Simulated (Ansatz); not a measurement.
Results of LDA (plane waves, PAW; Ansatz, a first-principles code) for Dy2O3 (Ia-3, No. 206).

Run with plane-wave cutoff 500 eV, 6×6×6 k mesh, Fermi–Dirac smearing 0.05 eV, spin-polarised with parallel moments, scalar-relativistic PAW data made under PBE.

Computed at the level's own relaxed cell.

Predict the equilibrium volume per atom and equilibrium lattice constant a.


- equilibrium volume per atom: 14.18 Å³/atom
- equilibrium lattice constant a: 10.430 Å

Note: the magnetic order was assumed, not searched for or taken from measurement; the relaxation could not lower the start's symmetry, so the cell can be a saddle point above a distorted one; the 4f shell is treated without U or exact exchange, so its levels and filling can be wrong; the volume lies 6 % below that of the published cell.

Spin–orbit coupling is not included.

Static lattice: no zero-point or thermal effects.

The result took very roughly 2.1 core-hours.
